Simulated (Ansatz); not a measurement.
Cost and result by functional for the adsorption energy of CH3 on the 1x1 (100) surface of monoclinic HfO2 (cut with top plane 2 O), one in a 1x1 cell, started at the site 'hollow O-O-O over O at depth 6.8 Å', in Ansatz (plane waves, PAW). Single points on the PBE structure, on one kind of machine; costs are rough ratios of the slab run's core time (references not counted) to the cheapest single point. r2SCAN's cost holds its higher cutoff (500 against 420 eV). Differences are taken against r2SCAN for comparison alone: no measured value is at hand, so the table doesn't rank accuracy. The points keep PBE's geometry, so the relaxation of a polaron and the settling of charge on one site are left out.

Host crystal: monoclinic HfO2, with a band gap (PBE, scalar-relativistic without spin-orbit coupling).

Model: 28-atom slab, 9.3 Å thick at the start under the adsorbate (thin: gaps and levels are the slab's own), 4x4x1 mesh, Fermi-Dirac 0.01 eV, dipole correction, 12 atoms held, the rest relaxed; no symmetry held; spin-polarised, ending with about 1.0 μB a cell; orders that need a larger cell were not tried, no spin-orbit, no U, no dispersion correction. At the end it is bonded to Hf. In PBE it is, or lies within 0.03 eV of, the lowest of the starts that converged. These notes are the PBE run's. r2SCAN: The program's check for a lower electronic state was not made. Adsorption energies are against CH4(g) − ½ H2(g). A negative adsorption energy means that the adsorbate is more stable on the surface than in its reference.

```csv
functional,relative cost,adsorption energy (eV),less r2SCAN (eV)
RPBE,1,2.22,0.35
r2SCAN,2,1.87,0.00
PBE (the relaxed run's value),–,2.13,0.26
```

The values span 0.35 eV, while the single points' costs differ by a factor of roughly 2. Differences are of unrounded values.

Ansatz is a first-principles code.
